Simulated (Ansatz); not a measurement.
C interstitial started as a split pair with C (6H silicon carbide host)

Calculation: PBE, PAW (plane waves to 420 eV; Ansatz, a program for electronic structure). The supercell holds 144 host sites (3×2×1 repeats of a cell of 24 atoms), with a 2×2×1 shifted k-point sampling for the final energies. Site at the start: split with C(k). A cell of this size leaves errors of a few tenths of an eV. PBE underestimates the host's gap, which shifts levels and can delocalise carriers. Spin–orbit coupling is left out. Each state is the lowest found from its start.

Formation energies E_f are those of the neutral cell. Chemical conditions: C-rich (Δμ(C) = 0.00 eV; only phases computed here count, gases as isolated molecules at 0 K); Si-rich (Δμ(C) = -0.41 eV; only phases computed here count, gases as isolated molecules at 0 K). Reference phases: C: graphite.

The name describes the start; the neighbours show where the atoms ended.

```json
[
 {"charge": "+2", "moment (μB)": "not spin-polarised", "largest move off a lattice site (Å)": "0.36", "neighbours of the last C atom of the defect at the end (Å)": "C 1.27, Si 1.88, Si 1.89", "E_f, C-rich (eV)": "–", "E_f, Si-rich (eV)": "–", "above the lowest spin state (eV)": "0.00"},
 {"charge": "+1", "moment (μB)": "1.0", "largest move off a lattice site (Å)": "0.32", "neighbours of the last C atom of the defect at the end (Å)": "C 1.32, Si 1.82, Si 1.84, Si 2.54", "E_f, C-rich (eV)": "–", "E_f, Si-rich (eV)": "–", "above the lowest spin state (eV)": "0.00"},
 {"charge": "0", "moment (μB)": "not spin-polarised", "largest move off a lattice site (Å)": "0.48", "neighbours of the last C atom of the defect at the end (Å)": "C 1.38, Si 1.87, Si 1.87, Si 1.89", "E_f, C-rich (eV)": "6.41", "E_f, Si-rich (eV)": "6.82", "above the lowest spin state (eV)": "0.00"},
 {"charge": "0", "moment (μB)": "2.0", "largest move off a lattice site (Å)": "0.29", "neighbours of the last C atom of the defect at the end (Å)": "C 1.37, Si 1.78, Si 1.80, Si 2.50", "E_f, C-rich (eV)": "6.55", "E_f, Si-rich (eV)": "6.96", "above the lowest spin state (eV)": "0.14"},
 {"charge": "−1", "moment (μB)": "1.0", "largest move off a lattice site (Å)": "0.43", "neighbours of the last C atom of the defect at the end (Å)": "C 1.41, Si 1.70, Si 1.87", "E_f, C-rich (eV)": "–", "E_f, Si-rich (eV)": "–", "above the lowest spin state (eV)": "0.00"},
 {"charge": "−2", "moment (μB)": "not spin-polarised", "largest move off a lattice site (Å)": "0.29", "neighbours of the last C atom of the defect at the end (Å)": "C 1.46, Si 1.73, Si 1.90, Si 1.90, C 2.55, C 2.76, C 2.76", "E_f, C-rich (eV)": "–", "E_f, Si-rich (eV)": "–", "above the lowest spin state (eV)": "0.00"}
]
```

No other site or start that was run ended lower by more than 0.1 eV.
